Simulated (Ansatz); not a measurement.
**GaSb under a change: isotropic strain +3.00 %**

The parent structure is GaSb in the zinc blende structure (space group F-43m, No. 216; a = 6.132 Å).

Modification: the cell is scaled by 1.0300 in all directions; the atoms relax in the strained cell.

Level of theory: r2SCAN (Ansatz, a program for electronic structure), without spin-orbit coupling. Settings: 13×13×13 k-points, 0.05 eV Fermi–Dirac smearing.

* **Space group**: F-43m (No. 216) (base F-43m (No. 216))
* **Shortest interatomic distance**: 273.5 pm (base 265.5 pm)
* **Energy relative to the base (free energy F)**: +35 meV/atom
* **Pressure**: -3.8 GPa (base 0.0 GPa)
* **Band gap**: zero (base 0.41 eV)

Spin-orbit coupling, missing from the scalar runs, can matter with Sb. No phonon test of stability was made. All final runs are without spin polarisation. A zero or small gap of GaSb under isotropic strain +3.00 % can be the functional's error rather than a property of the material.
